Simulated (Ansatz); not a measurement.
Here is the system:

```yaml
crystal:
  lattice:
    - [2.88657, 0.00000, 0.00000]
    - [1.44329, 2.49985, 0.00000]
    - [0.00000, 0.00000, 2.84508]
  atoms:
    - { symbol: W, position: [0.00000, 0.00000, 0.00000] }
    - { symbol: C, position: [0.66667, 0.66667, 0.50000] }
```

No spin polarisation.

Computed with plane-wave PAW DFT at the r2SCAN level (Ansatz, a quantum-chemistry and plane-wave program, 500 eV), scalar-relativistic without spin-orbit coupling, earlier PAW set. k-mesh 23×23×20 (Γ-centred); smearing 0.1 eV (Fermi–Dirac).

Task: Predict the band gap, in-plane stress and space group.

Result: 
* **Band gap**: zero
* **Mean in-plane stress (compression positive)**: +8.7 GPa
* **Space group**: P-6m2 (No. 187)

The cells carry an imposed strain or load. Stability against distortions was not tested. All final runs are without spin polarisation. The cell was made from WC (space group P-6m2, No. 187) by this change: biaxial strain −0.91 %, plane normal [001], relaxed out of plane.
